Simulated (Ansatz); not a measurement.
CdS under a change: uniaxial strain ε_zz = −2.40 %

Take CdS in the wurtzite structure (space group P6_3mc, No. 186; a = 4.196 Å, c = 6.830 Å) as the base. Axes: x lies along a and z along c of the hexagonal cell.

It is then changed as follows: the cell is compressed by 2.40 % along z with no lateral relaxation; the atoms relax in the strained cell.

Method: PBE, PAW, 420 eV (Ansatz, a quantum-chemistry and plane-wave program; scalar-relativistic without spin-orbit coupling). k-mesh 9×9×5 (Γ-centred); smearing 0.05 eV (Fermi–Dirac).

The volume per atom falls by 0.625 Å³ (26.04 Å³ → 25.41 Å³) and the shortest interatomic distance shrinks by 0.018 Å to 2.547 Å. The energy goes up by 4.0 meV/atom and the pressure (mean of the normal stresses, compression positive) goes from zero to 1.35 GPa. The band gap increases by 0.07 eV, from 1.11 eV to 1.18 eV and the gap character is still direct at Γ. The width of the top valence band goes up by 0.073 eV, from 1.55 eV to 1.63 eV and the valence-band top at Γ (three highest levels, from the VBM) becomes 0.00, -0.03, -0.03 eV (base: 0.00, 0.00, -0.04 eV). The largest internal atomic displacement is 0.019 Å and the stress (xx, yy, zz, yz, xz, xy; compression positive) is (0.98, 0.98, 2.10, 0.00, 0.00, 0.00) GPa.

Final structure:

```yaml
crystal:
  lattice:
    - [4.19625, 0.00000, 0.00000]
    - [-2.09812, 3.63406, 0.00000]
    - [0.00000, 0.00000, 6.66561]
  atoms:
    - { symbol: Cd, position: [0.66667, 0.33333, 0.50257] }
    - { symbol: Cd, position: [0.33333, 0.66667, 0.00257] }
    - { symbol: S, position: [0.66667, 0.33333, 0.12043] }
    - { symbol: S, position: [0.33333, 0.66667, 0.62043] }
```

Gaps are read on the SCF mesh and a high-symmetry path. Stability against distortions was not tested.
